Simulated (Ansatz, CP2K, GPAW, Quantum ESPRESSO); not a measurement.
## LiBe (P2_1/m, 4 atoms in the cell) computed with different codes at matched settings

Relaxation of cell and atoms.

```yaml
crystal:
  lattice:
    - [2.29599, 0.00000, 0.00000]
    - [0.00000, 3.61277, 0.00000]
    - [-0.40174, 0.00000, 5.51352]
  atoms:
    - { symbol: Li, position: [0.73685, 0.25000, 0.15486] }
    - { symbol: Li, position: [0.26315, 0.75000, 0.84514] }
    - { symbol: Be, position: [0.75642, 0.25000, 0.57617] }
    - { symbol: Be, position: [0.24358, 0.75000, 0.42383] }
```

Shared settings, as Ansatz (a quantum-chemistry and plane-wave program) writes them: kpoints.mp_grid.grid = 11 7 5; scf.occupations.method = gaussian; scf.occupations.width = 0.272 eV. Potentials and cutoffs stand in the table.

```tsv
code	model	final volume (Å³/atom)	cutoff
CP2K	PBEsol, GPW, DZVP-MOLOPT-SR-GTH basis, GTH-PBE potentials (GTH_POTENTIALS)	11.43	grid 600 Ry
GPAW	PBEsol, GPAW PAW datasets PBEsol (made by gpaw-setup)	11.34	850 eV
Quantum ESPRESSO	PBEsol, GBRV 1.5 ultrasoft (PBESOL) pseudopotentials	11.27	40 Ry
Ansatz	PBEsol, PAW files made with PBE	11.32	default
```

The spread over the programs that give each value: final volume within 0.16 Å³/atom.

CP2K uses small atom-centred bases, whose incompleteness enters pressures, forces and empty levels differently from a plane-wave cutoff. The programs treat the finite-basis stress differently while the cell relaxes: Ansatz adds an estimate of it.

The starting cell comes from a database of computed structures (which also holds hypothetical and non-ambient phases and stackings), without a prior relaxation at this level.

Left out of this page: SIESTA (failed or unconverged).

Keys are those of Ansatz 0.2.
